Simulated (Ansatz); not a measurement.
Output of an Ansatz run (abridged):

```
WARN ansatz: RAYON_NUM_THREADS=1 ignored (pool sized by the plan → 1); use --threads N
Pseudopotentials: kind: paw
Pseudopotential: Yb, paw, valence charge 24
Crystal: 1 atoms, lattice volume = 41.762 Å³
Basis set: ecut = 420.4159175005146 eV, 869 PW (Γ), exchange–correlation on 54×54×54 points (8 copies of the dense FFT grid, shifted against one another)
Bands: 16, of which v1, the nominal top of the filled ones, is band 12 counted from 1 (11 counted from 0)
Symmetry: 48 space group operations
Space group: Fm-3m (ITA 225), of the structure as read, at distance tolerance 3.5e-5 Å
k-points: 47 of 1000
Initial density: superposition of atomic densities (neutral atoms: chi_scale 0, normalization atom), corrected by the library's trained network
Initial wavefunctions: pseudopotential atomic-orbital guess
Eigensolver: davidson
Functional: x = pbe(κ = 0.804, μ = 0.2195149727645171), c = pbe(β = 0.06672455060314922)
SCF iter   1: F=—  HF=-13795.022790 eV  |F-HF|=—  |Δ(HF+E_count)|=         —  Δρ=2.45e-3  dr2=2.20e-3  ethr=1.77e-3  ⟨swp⟩=5.4  Hψ=3660  notcnv=0
all-band conjugate gradients solve this SCF's bands
preconditioner: auto → Kerker (q_TF=auto, 2.488 Å⁻¹)
SCF iter   2: F=—  HF=-13795.013641 eV  |F-HF|=—  |Δ(HF+E_count)|=   9.15e-3  Δρ=1.37e-3  dr2=7.61e-4  ethr=9.17e-6  ⟨swp⟩=2.5  Hψ=1769  notcnv=0
SCF iter   3: F=—  HF=-13795.012088 eV  |F-HF|=—  |Δ(HF+E_count)|=   1.55e-3  Δρ=4.45e-4  dr2=7.85e-5  ethr=3.17e-6  ⟨swp⟩=1.8  Hψ=990  notcnv=0
SCF iter   4: F=—  HF=-13795.011729 eV  |F-HF|=—  |Δ(HF+E_count)|=   3.58e-4  Δρ=1.12e-4  dr2=3.26e-6  ethr=3.27e-7  ⟨swp⟩=2.0  Hψ=1320  notcnv=0
SCF iter   5: F=—  HF=-13795.011727 eV  |F-HF|=—  |Δ(HF+E_count)|=   1.88e-6  Δρ=5.73e-5  dr2=1.73e-6  ethr=1.36e-8  ⟨swp⟩=2.2  Hψ=1345  notcnv=0
SCF iter   6: F=—  HF=-13795.011727 eV  |F-HF|=—  |Δ(HF+E_count)|=   2.35e-7  Δρ=9.01e-6  dr2=3.31e-8  ethr=4.17e-10  ⟨swp⟩=6.0  Hψ=4394  notcnv=0
SCF iter   7: F=-13795.011727 eV  HF=-13795.011727 eV  |F-HF|=1.93e-8  |Δ(HF+E_count)|=   3.36e-8  Δρ=4.68e-6  dr2=5.21e-9  ethr=1.38e-10  ⟨swp⟩=5.0  Hψ=3038  notcnv=0
SCF 1 converged in 7 iterations: F = -13795.011727 eV  dr2 = 5.21e-9
SCF converged after 7 iterations
Free energy (F): -13795.011727 eV
Harris-Foulkes:  -13795.011727 eV  (|F-HF|=1.93e-8)
Internal energy: -13794.920159 eV  (E = F + TS)
E sigma→0 (E₀):  -13794.965943 eV
Entropy (-TS):   -0.091568 eV (-91.568 meV/atom)
Fermi energy:    8.940666 eV
--- Per-component energies (eV) ---
  E_band       = -45.003652
  E_kinetic    = 350.633953
  E_local      = -6596.711597  (includes V_loc(G=0)·N_el)
  E_nonlocal   = 553.595969
  E_hartree    = 2867.092809
  E_xc         = -161.486559
  E_vxc        = -200.906550  (∫ρ·V_xc dr)
  E_paw        = -7355.622202  (= ΣΔE_a)
  E_vpaw       = 114.204677  (= ΣTr[D̂ρ^β])
  E_aug_tail   = 0.000003  (compensation charges beyond the density's cutoff)
  E_ewald      = -3452.422535
  E_smearing   = -0.091568  (= −TS)
  E_closure    = -0.000000  (closes the sum)
  Σ components = -13795.011727   (vs F -13795.011727, Δ=0.00e0)
--- Forces (eV/Å), atoms counted from 1 ---
  atom   1  Yb     0.00000000    -0.00000000    -0.00000000
  max |Σ_I F_I| component: 3.16e-30 eV/Å
--- Stress (GPa, compression-positive) ---
       -2.162711       0.000000      -0.000000
        0.000000      -2.162711      -0.000000
       -0.000000       0.000000      -2.162711
  P = ⅓ Tr σ = -2.1627 GPa (-21.627 kbar)
  The stress holds the Pulay correction. Without it, at fixed plane waves, as pw.x and ABINIT print it: P = -2.2083 GPa
--- Band table (eV; the first three rows and the last of 47) ---
  k-point 0: bands = ["-42.8914", "-15.1735", "-15.1735", "-15.1735", "4.0880", "8.3482", "8.4128", "8.4128", "8.4128", "8.4832", "8.4832", "8.4832", "11.6430", "11.6430", "11.6430", "13.4640"]
  k-point 1: bands = ["-42.8906", "-15.1931", "-15.1762", "-15.1762", "4.2873", "8.3510", "8.4100", "8.4170", "8.4170", "8.4743", "8.4743", "8.4835", "11.3670", "11.7391", "11.7391", "13.3520"]
  k-point 2: bands = ["-42.8886", "-15.2442", "-15.1833", "-15.1833", "4.8588", "8.3589", "8.4031", "8.4271", "8.4271", "8.4548", "8.4548", "8.4841", "10.7445", "11.8727", "11.8727", "13.2828"]
  k-point 46: bands = ["-42.8809", "-15.3239", "-15.2882", "-15.2495", "8.3628", "8.4074", "8.4130", "8.4136", "8.4235", "8.4394", "8.4564", "8.8533", "9.4883", "9.7765", "11.5473", "15.0007"]
```

The structure:

```
CELL_PARAMETERS angstrom
      0.00000     2.75370     2.75370
      2.75370     0.00000     2.75370
      2.75370     2.75370     0.00000
ATOMIC_POSITIONS crystal
  Yb 0.00000 0.00000 0.00000
```

**Question.** Reconstruct the input of this run.

**Answer.** Other spellings and defaults could give the same log, and not every line can be read from it. The input that was run (DFT, PBE, plane waves, default PAW files):

Ansatz 0.2 input:
```yaml
crystal:
  lattice:
    - [0.00000000, 2.75370000, 2.75370000]
    - [2.75370000, 0.00000000, 2.75370000]
    - [2.75370000, 2.75370000, 0.00000000]
  atoms:
    - { symbol: Yb, position: [0.00000000, 0.00000000, 0.00000000] }
basis:
  ecutwfc: 30.9 Ry
kpoints:
  mp_grid: { grid: [10, 10, 10] }
hamiltonian:
  xc: pbe
  pseudopotentials: { kind: paw }
scf:
  occupations: { method: fermi_dirac, width: 0.0073 Ry }
output:
  forces: true
  eigenvalues: true
  stress: true
```

The starting cell has typed, rounded lattice constants, without a prior relaxation at this level. Its lattice was rescaled by up to half a per cent. Spin-orbit coupling is off. Spin polarisation is off. Ansatz's pressure includes its estimate of the finite-basis (Pulay) stress.

Ansatz is a first-principles code.
